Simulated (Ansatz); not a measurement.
Start from WS2 (space group P6_3/mmc, No. 194; a = 3.1147 Å, c = 11.7724 Å; layered, stacked along the Cartesian z axis).

Modification: cell and atoms relaxed at a pressure of 1.5 GPa.

Level of theory: Ansatz (a first-principles code) PBEsol-D3(BJ), no spin-orbit coupling.

Base, band edges from the VBM (valence, conduction): K -0.66, 1.26; H -0.87, 1.26; M -1.72, 2.30; L -1.83, 2.33; A -0.31, 2.19; Γ 0.00, 2.20 eV.

Q: Give the band edges at the high-symmetry points of the new zone, measured from its valence-band maximum.

A: 
| point | valence edge (eV) | conduction edge (eV) |
|---|---|---|
| Γ | 0.00 | 2.14 |
| M | -1.77 | 2.30 |
| K | -0.69 | 1.26 |
| A | -0.30 | 2.15 |
| L | -1.89 | 2.33 |
| H | -0.93 | 1.26 |

The gap is 0.57 eV, indirect, Γ → K–Γ (44 % along).

With W present, leaving out spin-orbit coupling can change the band edges. Load acts through the strain it causes; cell and atoms are relaxed under it. No phonon test of stability was made.
